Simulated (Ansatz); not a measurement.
A user runs Ansatz (an electronic-structure program) on Bi₂Rh (P2_1/c, 12 atoms in the cell) and asks whether the run is sound. The aim is a self-consistent single point with DFT, PBEsol, plane waves, default PAW files made with PBE.

Cell that was meant: a = 7.0390 Å, b = 6.9107 Å, c = 7.0803 Å, α = 90.00°, β = 117.73°, γ = 90.00°.

Part of the input:

Ansatz 0.2 input:
```yaml
    - { symbol: Rh, position: [0.730000, 0.000000, 0.720000] }
    - { symbol: Rh, position: [0.270000, 0.500000, 0.780000] }
basis:
  ecutwfc: 65.0
kpoints:
  mp_grid:
    grid: [3, 3, 3]
```

Output, abridged:

```
   [... lines left out ...]
PAW frozen core: Rh, regenerated for the run's functional, and the local potential with it
Initial density: superposition of atomic densities (neutral atoms: chi_scale 0, normalization atom), corrected by the library's trained network
Initial wavefunctions: pseudopotential atomic-orbital guess
Eigensolver: davidson
Functional: x = pbesol(κ = 0.804, μ = 0.12345679012345678), c = pbesol(β = 0.046)
SCF iter   1: F=—  HF=-119766.746747 eV  |F-HF|=—  |Δ(HF+E_count)|=         —  Δρ=1.20e0  dr2=4.93e3  ethr=1.77e-3  ⟨swp⟩=1.0  Hψ=3636  notcnv=0
all-band conjugate gradients solve this SCF's bands
preconditioner: auto → Kerker (q_TF=auto, 2.517 Å⁻¹)
SCF iter   2: F=—  HF=-118233.019608 eV  |F-HF|=—  |Δ(HF+E_count)|=    1.53e3  Δρ=7.53e-1  dr2=1.87e3  ethr=1.77e-3  ⟨swp⟩=8.4  Hψ=4835  notcnv=0  defer=104
   [... lines left out ...]
SCF iter  11: F=—  HF=-117085.053868 eV  |F-HF|=—  |Δ(HF+E_count)|=   1.95e-2  Δρ=4.23e-5  dr2=3.72e-6  ethr=9.63e-9  ⟨swp⟩=4.2  Hψ=2475  notcnv=0  defer=96
SCF iter  12: F=—  HF=-117085.053867 eV  |F-HF|=—  |Δ(HF+E_count)|=   7.87e-7  Δρ=1.97e-5  dr2=9.04e-7  ethr=1.98e-9  ⟨swp⟩=2.6  Hψ=1652  notcnv=0  defer=95
SCF iter  13: F=-117085.053867 eV  HF=-117085.053867 eV  |F-HF|=3.15e-8  |Δ(HF+E_count)|=   5.36e-8  Δρ=3.85e-6  dr2=5.70e-8  ethr=5.32e-11  ⟨swp⟩=15.0  Hψ=6585  notcnv=0
SCF 1 converged in 13 iterations: F = -117085.053867 eV  dr2 = 5.70e-8
Free energy (F): -117085.053867 eV
Internal energy: -117085.035710 eV  (E = F + TS)
E sigma→0 (E₀):  -117085.044788 eV
Entropy (-TS):   -0.018157 eV (-1.513 meV/atom)
Fermi energy:    22.786646 eV
--- Forces (eV/Å), atoms counted from 1 ---
  atom   1  Bi     2.78823931    -1.74051027    -7.37490561
  atom   2  Bi    -2.78823931    -1.74051027     7.37490561
  atom   3  Bi    -2.78823931     1.74051027     7.37490561
  atom   4  Bi     2.78823931     1.74051027    -7.37490561
  atom   5  Bi    -3.87886059     2.74158842    -1.20277647
  atom   6  Bi     3.87886059     2.74158842     1.20277647
  atom   7  Bi     3.87886059    -2.74158842     1.20277647
   [... lines left out ...]
  atom  12  Rh     2.70806129     0.54715681     1.46908080
--- Stress (GPa, compression-positive) ---
     -155.518093      -0.000000      10.358171
       -0.000000    -153.136966       0.000000
       10.358171       0.000000    -149.557499
  P = ⅓ Tr σ = -152.7375 GPa (-1527.375 kbar)
  The stress holds the Pulay correction. Without it, at fixed plane waves, as pw.x and ABINIT print it: P = -1612.4158 GPa
```

Q: Is anything amiss in this input, and did it matter?

A: The run is not sound. The fault is a basis or grid far too coarse for these potentials. The error of an incomplete plane-wave basis or grid does not cancel at such settings. To fix it, restore the cutoff that the potentials need and check convergence. The run converged in 13 iterations without an error; against the sound input the free energy rises by 517 eV/atom, the pressure goes from -3.84 to -152.7 GPa and the largest force goes from 0.692 to 8.074 eV/Å. At a fixed set of plane waves, without the program's Pulay estimate, the pressure is -1612.42 GPa against -3.89 GPa.

The sound input it was made from differs as follows (other fixes are possible):
```diff
-  ecutwfc: 65.0
+  ecutwfc: 420.0
```

With that input, the run converged in 8 iterations: free energy E − TS (on the zero of these files) -123292.9958 eV; Fermi level (on the code's own zero) 13.05 eV; pressure -3.84 GPa; largest force (vector length) 0.692 eV/Å (DFT, PBEsol, plane waves, default PAW files made with PBE).

On the sound input: the starting cell comes from a database of published, mostly measured structures (it also holds non-ambient and calculated ones), without a prior relaxation at this level. Its lattice was rescaled by a random factor within 2.5 % of one. Spin polarisation is off. With a pressure of about -4 GPa the cell is away from its equilibrium volume at this level. Ansatz's pressure includes its estimate of the finite-basis (Pulay) stress.
